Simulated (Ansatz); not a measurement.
Ansatz (a program for electronic structure) run on K2BrCl (R-3m, 4 atoms in the cell): relaxation of cell and atoms.

Level of theory: PBEsol, PAW files made with PBE (plane waves; Ansatz).

```xyz
4
Lattice="2.2656 1.3080 7.4172 -2.2656 1.3080 7.4172 0.0000 -2.6161 7.4172" Properties=species:S:1:pos:R:3 pbc="T T T"
K      0.0000     0.0000    16.6037
K      0.0000     0.0000     5.6477
Br     0.0000     0.0000    11.1257
Cl     0.0000     0.0000     0.0000
```

Reference input (self-consistent single point, DFT, PBEsol, plane waves, PAW files made with PBE): kpoints.mp_grid.grid = 7 7 7; hamiltonian.xc = pbesol; hamiltonian.pseudopotentials = {kind: paw} (an earlier, softer set of the program's PAW files); scf.occupations.method = fermi_dirac; scf.occupations.width = 0.0037 Ry. This run's input differs from it in these lines:

```diff
@@ -17,2 +17,4 @@
   occupations: { method: fermi_dirac, width: 0.0037 Ry }
+relax:
+  cell: {}
 output:
```

Output (repeated stretches shortened):

```
   [... SCF lines of the steps left out ...]
relax step   1: F+E_penalty+E_count = -6836.72728747 eV  Δ(F+E_penalty+E_count) = +0.000e0 eV  max|allowed force component| = 1.016e-2 eV/Å  Δτ_max = 0.0000 Å  P = -0.128 GPa  Ω = 131.883 Å³  (8 SCF iters, dr2 threshold 1.00e-7 eV, accepted)
relax step   2: F+E_penalty+E_count = -6836.72765754 eV  Δ(F+E_penalty+E_count) = -3.701e-4 eV  max|allowed force component| = 9.958e-4 eV/Å  Δτ_max = 0.0033 Å  P = -0.064 GPa  Ω = 131.350 Å³  energy of the carried Pulay correction = +1.394e-5 eV  [...]
relax step   3: F+E_penalty+E_count = -6836.72775709 eV  Δ(F+E_penalty+E_count) = -9.955e-5 eV  max|allowed force component| = 6.605e-3 eV/Å  Δτ_max = 0.0015 Å  P = +0.014 GPa  Ω = 130.744 Å³  energy of the carried Pulay correction = +2.988e-5 eV  [...]
relax step   4: F+E_penalty+E_count = -6836.72772934 eV  Δ(F+E_penalty+E_count) = +2.775e-5 eV  max|allowed force component| = 6.604e-3 eV/Å  Δτ_max = 0.0000 Å  P = +0.014 GPa  Ω = 130.744 Å³  stress off target by 1.60e-2 GPa  SCF on the basis [...]
basis re-selected at this cell: Δ(F+E_penalty+E_count) = +2.775e-5 eV, ΔP = -0.000 GPa vs the last step
the relaxation is at rest under the 12 symmetry operations that the run kept from its start: a minimum is not shown …
Stability not checked: this state was not tested for a lower state beside it, because too few of the mixer's solves of this state at the end of the SCF gave a …
Free energy (F): -6836.727729 eV
Internal energy: -6836.727729 eV  (E = F + TS)
   [... lines left out ...]
Fermi energy:    3.586603 eV
  cell:  # Å, volume = 130.7439 Å³
   [... lines left out ...]
  atoms:
    - { symbol: K, position: [0.7461056815959929, 0.7461056815959929, 0.7461056815959928] }
    - { symbol: K, position: [0.2538943184040069, 0.2538943184040069, 0.25389431840400684] }
    - { symbol: Br, position: [0.49999999999999994, 0.49999999999999994, 0.49999999999999994] }
    - { symbol: Cl, position: [4.117085075343523e-28, 4.1170850310684465e-28, -8.234169825950215e-28] }
```

The run converged. 

Summary of the result:
Free energy E − TS (on the zero of these files): -6836.7277 eV
Top of the valence band (on the code's own zero): 1.25 eV
Gap on the k-point mesh: 4.51 eV
Pressure: 0.01 GPa
Largest force (vector length): 0.007 eV/Å
Final cell: a = b = c = 7.8431 Å, α = β = γ = 33.48°
Final volume per atom: 32.69 Å³
Relaxation steps: 4

The starting cell comes from a database of computed structures (which also holds hypothetical and non-ambient phases and stackings), without a prior relaxation at this level. Its lattice was rescaled by a random factor within 2.5 % of one. The relaxation keeps the symmetry of its start, so its end need not be a minimum. Ansatz's pressure includes its estimate of the finite-basis (Pulay) stress.

Cost on one core of a shared machine: roughly 40 s.

Keys are those of Ansatz 0.2.
